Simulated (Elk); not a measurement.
Worked example: self-consistent single point of Ir (Fm-3m, 1 atom in the cell) in Elk.

Method of the run: PBE, all-electron FP-LAPW, Elk's shipped species files, default APW+lo basis (Elk).

```xyz
1
Lattice="0.0000 1.9200 1.9200 1.9200 0.0000 1.9200 1.9200 1.9200 0.0000" Properties=species:S:1:pos:R:3 pbc="T T T"
Ir     0.0000     0.0000     0.0000
```

Reference input (self-consistent single point, DFT, PBE, all-electron FP-LAPW, Elk's shipped species files, default APW+lo basis): xctype = 20; swidth = 0.00367493 Ha; ngridk = 10 10 10; rmtscf = 0.86; maxscl = 100. This run's input differs from it in these lines:

```diff
@@ -30,3 +30,3 @@
 ngridk
-  10 10 10
+  7 7 7
```

Output, abridged:

```
│ Self-consistent loop started │
│ Loop number : 1 │
 total energy                :     -17859.5060487
│ Loop number : 2 │
 total energy                :     -17859.7205871
RMS change in Kohn-Sham potential (target) :   0.1908272906     (  0.1000000000E-05)
Absolute change in total energy (target)   :   0.2145383432     (  0.1000000000E-03)
│ Loop number : 3 │
 total energy                :     -17859.9062518
RMS change in Kohn-Sham potential (target) :   0.1832555378     (  0.1000000000E-05)
Absolute change in total energy (target)   :   0.2392993054     (  0.1000000000E-03)
│ Loop number : 4 │
   [... lines left out ...]
Absolute change in total energy (target)   :   0.5823989923E-03 (  0.1000000000E-03)
│ Loop number : 12 │
 total energy                :     -17858.2488558
RMS change in Kohn-Sham potential (target) :   0.2275303127E-05 (  0.1000000000E-05)
Absolute change in total energy (target)   :   0.2386735760E-03 (  0.1000000000E-03)
│ Loop number : 13 │
 total energy                :     -17858.2488893
RMS change in Kohn-Sham potential (target) :   0.6235477054E-06 (  0.1000000000E-05)
Absolute change in total energy (target)   :   0.9321375182E-04 (  0.1000000000E-03)
Convergence targets achieved

│ Loop number : 14 │

Energies :
 Fermi                       :     0.536200311837
 total energy                :     -17858.2489073

Density of states at Fermi energy :    14.16916526
 (states/Hartree/unit cell)

Estimated indirect band gap :   0.4142669534E-02
 from k-point     11 to k-point     16
Estimated direct band gap   :   0.5043212093E-01
 at k-point     16

Charges :
 core                        :    48.00000000
 valence                     :    29.00000000
 interstitial                :    1.848561802
 muffin-tins (core leakage)
  species :    1 (Ir)
   atom    1                 :    75.15143820     (  0.1771986540E-02)
 total in muffin-tins        :    75.15143820
 total calculated charge     :    76.99411817
 total charge                :    77.00000000
 error                       :   0.5881830526E-02

│ Self-consistent loop stopped │
```

The run converged in 14 iterations. The count includes the last loop, which Elk runs after its targets are met. Against the reference run the free energy falls by 69.3 meV/atom.

The starting cell has typed, rounded lattice constants, without a prior relaxation at this level. Spin-orbit coupling is off. Spin polarisation is off. Values depend on the basis (sphere radii, cutoffs, local orbitals), which need not be converged. The log's line on a gap gives a spacing of levels on this mesh, which the program prints for metals too.
